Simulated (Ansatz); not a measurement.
Consider BaTiO3 in the cubic perovskite structure (space group Pm-3m, No. 221; a = 4.019 Å).

Calculations: plane-wave PAW DFT at the PBE level (Ansatz, a first-principles code, 420 eV), no SOC.

Before the change:

The width of the top valence band is 0.95 eV and the band gap is 1.78 eV. The pressure is 0.00 GPa and the gap character is indirect, R → Γ.

Modification: an isotropic linear strain of −3.81 %, atoms relaxed at fixed cell.

Task: How does this affect the width of the top valence band, band gap, energy relative to the base, pressure, hole mass and gap character?

Result: The width of the top valence band goes up by 0.08 eV, from 0.95 eV to 1.03 eV; the band gap increases by 0.22 eV, from 1.78 eV to 2.00 eV; the energy rises by 99 meV/atom; the pressure goes from zero to 24.67 GPa; the hole mass (degenerate bands, along [100]) comes out as 0.31, 1.0, 1.0 mₑ (at Γ); the gap character becomes direct at Γ (base: indirect, R → Γ).

Effective masses come from finite differences of ±0.01 Å⁻¹. No phonon test of stability was made. All final runs are without spin polarisation. Many cubic perovskites are stable only at high temperature; tilts and polar distortions were not tested. This is not the structure that BaTiO3 has at room temperature and ambient pressure.
